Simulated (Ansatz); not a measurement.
## TiO2 under a change: pressure 15 GPa

Start from TiO₂ in the anatase structure (space group I4_1/amd, No. 141; a = 3.739 Å, c = 9.455 Å).

The change: a hydrostatic pressure of 15 GPa.

Computed with Kohn–Sham DFT with the LDA functional, run in Ansatz (a program for electronic structure) with PAW and 420 eV plane waves, no SOC. Γ-centred 12×12×12 mesh, Fermi–Dirac width 0.05 eV.

The volume per atom drops by 0.784 Å³, from 11.02 Å³ to 10.23 Å³ and the density goes up by 0.31 g/cm³ (4.01 g/cm³ → 4.32 g/cm³). The lattice parameter a decreases by 0.050 bohr, from 7.066 bohr to 7.016 bohr and the c/a ratio falls by 0.1291, from 2.529 to 2.399. The shortest interatomic distance shrinks by 0.058 bohr (3.612 bohr → 3.554 bohr) and the enthalpy H = E + PV relative to the base's energy is +0.99 eV/atom. The band gap decreases by 0.197 eV (2.08 eV → 1.89 eV) and the width of the top valence band rises by 0.22 eV (0.86 eV → 1.08 eV).

Load acts through the strain it causes; cell and atoms are relaxed under it. Whether these cells are dynamically stable was not tested. No other phases were tried under pressure. All final runs are without spin polarisation.
